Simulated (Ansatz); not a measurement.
Start from Ti in the hcp (Mg type) structure (space group P6_3/mmc, No. 194; a = 2.940 Å, c = 4.654 Å; relaxed with 0.1 eV smearing). Axes: x lies along a and z along c of the hexagonal cell.

The values are results of plane-wave PAW DFT at the PBE level (Ansatz, an electronic-structure program, 420 eV), scalar-relativistic without spin-orbit coupling, not measurements.

Base values:

| Item | Value |
|---|---|
| Pressure | 0.0 GPa |

It is then changed as follows: uniaxial strain ε_zz = +2.00 %, all other strain components held at zero; the atoms relax in the strained cell.

Problem. What happens to the pressure?

Solution. The pressure (mean of the normal stresses, compression positive) goes from zero to -2.1 GPa.

Stability against distortions was not tested. The final runs are not spin-polarised.
